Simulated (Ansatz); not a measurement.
Band structure of NaH₂Pd₃ (Cmmm, 6 atoms in the cell).

```xyz
6
Lattice="2.8266 -4.3103 0.0000 2.8266 4.3103 0.0000 0.0000 0.0000 2.8136" Properties=species:S:1:pos:R:3 pbc="T T T"
Na     2.8266     0.0000     0.0000
H      2.8266     2.4514     0.0000
H      2.8266    -2.4514     0.0000
Pd     0.0000     0.0000     0.0000
Pd     1.4133    -2.1552     1.4068
Pd     1.4133     2.1552     1.4068
```

Level of theory: PBEsol, PAW files made with PBE (plane waves; Ansatz, a program for electronic structure).

Settings: basis.ecutwfc = 420 eV; kpoints.mp_grid.grid = 5 5 8; hamiltonian.xc = pbesol; hamiltonian.pseudopotentials = {kind: paw} (the program's default PAW files); scf.occupations.method = fermi_dirac; scf.occupations.width = 0.1 eV; kpoints.band_path.npoints = 8.

The starting cell comes from a database of computed structures (which also holds hypothetical and non-ambient phases and stackings), without a prior relaxation at this level. Spin polarisation is off.

Levels in eV from the Fermi level, bands 30 to 37:
| point | 30 | 31 | 32 | 33 | 34 | 35 | 36 | 37 |
|---|---|---|---|---|---|---|---|---|
| Γ | -1.05 | -0.40 | -0.34 | -0.30 | 1.30 | 1.95 | 4.24 | 5.24 |
| X | -1.57 | -1.24 | -0.88 | -0.85 | -0.67 | 3.10 | 6.19 | 6.75 |
| S | -1.41 | -1.37 | -1.07 | -0.37 | 0.77 | 2.34 | 5.61 | 6.30 |
| R | -0.35 | -0.34 | 0.03 | 1.62 | 2.01 | 3.49 | 5.40 | 5.88 |
| A | -0.53 | -0.44 | -0.20 | 1.80 | 1.95 | 3.25 | 4.16 | 5.47 |
| Z | -1.29 | -0.04 | 0.34 | 1.81 | 4.36 | 4.85 | 5.53 | 6.86 |
| Y | -1.35 | -1.30 | -1.04 | -1.03 | -0.45 | 1.76 | 6.67 | 8.16 |
| X1 | -1.57 | -1.24 | -0.88 | -0.85 | -0.67 | 3.10 | 6.19 | 6.75 |
| A1 | -0.53 | -0.44 | -0.20 | 1.80 | 1.95 | 3.25 | 4.16 | 5.47 |
| T | -0.35 | -0.27 | -0.04 | 1.18 | 3.03 | 3.23 | 4.17 | 4.67 |

Bands cross the Fermi level along this path, so the cell is metallic at this level.

Keys are those of Ansatz 0.2.
